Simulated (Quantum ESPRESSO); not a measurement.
Input and output of a self-consistent single point for Mo (Im-3m, 1 atom in the cell) (Quantum ESPRESSO).

Computed with LDA (PZ), PSlibrary ultrasoft (LDA) pseudopotentials (plane waves; Quantum ESPRESSO 7.5).

The change in words: lattice scaled by 0.98. Reference geometry:
```yaml
crystal:
  lattice:
    - [-1.56713, 1.56713, 1.56713]
    - [1.56713, -1.56713, 1.56713]
    - [1.56713, 1.56713, -1.56713]
  atoms:
    - { symbol: Mo, position: [0.00000, 0.00000, 0.00000] }
```

Reference input (self-consistent single point, DFT, LDA (PZ), plane waves, PSlibrary ultrasoft (LDA) pseudopotentials): ecutwfc = 55 Ry; ecutrho = 330 Ry; occupations = smearing; smearing = fermi-dirac; degauss = 0.0073499 Ry; potentials = {Mo: Mo.pz-spn-rrkjus_psl.1.0.0.UPF}; K_POINTS = automatic 11 11 11 0 0 0; conv_thr = 1e-11 Ry; mixing_beta = 0.5. This run's input differs from it in these lines:

```diff
@@ -30,5 +30,5 @@
 CELL_PARAMETERS angstrom
-  -1.5671250000     1.5671250000     1.5671250000
-   1.5671250000    -1.5671250000     1.5671250000
-   1.5671250000     1.5671250000    -1.5671250000
+  -1.5357820000     1.5357820000     1.5357820000
+   1.5357820000    -1.5357820000     1.5357820000
+   1.5357820000     1.5357820000    -1.5357820000
```

Output, abridged:

```
     Self-consistent Calculation

     iteration #  1     ecut=    55.00 Ry     beta= 0.50

---- Real-time Memory Report at c_bands before calling an iterative solver
            75 MiB given to the printing process from OS
            20 MiB allocation reported by mallinfo(arena+hblkhd)
------------------

     Threshold (ethr) on eigenvalues was too large:
     Diagonalizing with lowered threshold

---- Real-time Memory Report at c_bands before calling an iterative solver
            83 MiB given to the printing process from OS
            48 MiB allocation reported by mallinfo(arena+hblkhd)
------------------

   [... lines left out ...]

---- Real-time Memory Report at c_bands before calling an iterative solver
            85 MiB given to the printing process from OS
            50 MiB allocation reported by mallinfo(arena+hblkhd)
------------------

     total energy              =    -139.66539325 Ry
     estimated scf accuracy    <          1.2E-10 Ry

     iteration #  8     ecut=    55.00 Ry     beta= 0.50

---- Real-time Memory Report at c_bands before calling an iterative solver
            85 MiB given to the printing process from OS
            51 MiB allocation reported by mallinfo(arena+hblkhd)
------------------
     End of self-consistent calculation

     the Fermi energy is    23.0065 ev

!    total energy              =    -139.66539325 Ry
     estimated scf accuracy    <          6.7E-13 Ry
     smearing contrib. (-TS)   =      -0.00209344 Ry
     internal energy E=F+TS    =    -139.66329980 Ry

     convergence has been achieved in   8 iterations

     Forces acting on atoms (cartesian axes, Ry/au):

     atom    1 type  1   force =     0.00000000    0.00000000    0.00000000

     Total force =     0.000000     Total SCF correction =     0.000000

          total   stress  (Ry/bohr**3)                   (kbar)     P=      116.56
   0.00079238   0.00000000   0.00000000          116.56        0.00        0.00
   0.00000000   0.00079238   0.00000000            0.00      116.56        0.00
   0.00000000   0.00000000   0.00079238            0.00        0.00      116.56

   JOB DONE.
```

The run converged in 8 iterations. Against the reference run the free energy goes up by 20.8 meV/atom and the pressure goes from -6.35 to 11.66 GPa.

The starting cell has typed, rounded lattice constants, without a prior relaxation at this level. Its lattice was rescaled by up to half a per cent. For this run, on top of that: lattice scaled by 0.98. Spin polarisation is off. With a pressure of about 12 GPa the cell is away from its equilibrium volume at this level.
